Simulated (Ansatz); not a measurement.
**Functionals side by side, with their cost (level): AgCl (Fm-3m, 2 atoms in the cell)**

```
CELL_PARAMETERS angstrom
      0.00000     2.82923     2.82923
      2.82923     0.00000     2.82923
      2.82923     2.82923     0.00000
ATOMIC_POSITIONS crystal
  Ag 0.00000 0.00000 0.00000
  Cl 0.50000 0.50000 0.50000
```

Program: Ansatz (a first-principles code), default PAW files made with PBE; each row names its functional.

Base settings: basis.ecutwfc = 420 eV; kpoints.mp_grid.grid = 8 8 8; hamiltonian.xc = pbe0; hamiltonian.pseudopotentials = {kind: paw} (the program's default PAW files); scf.occupations.method = fixed.

Differences are taken from PBE0, a reference of convenience: it is no measurement, and no ranking of the functionals follows.

Core times come from one kind of shared machine and are given to one figure; runs under 30 s give none.

The starting cell comes from a database of computed structures (which also holds hypothetical and non-ambient phases and stackings), without a prior relaxation at this level. Its lattice was rescaled by a random factor within 2.5 % of one. Ansatz's pressure includes its estimate of the finite-basis (Pulay) stress.

```csv
level,gap on the mesh less reference (eV),pressure less reference (GPa),core time / reference (rough)
PBE,-2.198,0.31,–
HSE06,-0.692,0.14,1
PBE0,0.000,0.00,1
```

Keys are those of Ansatz 0.2.
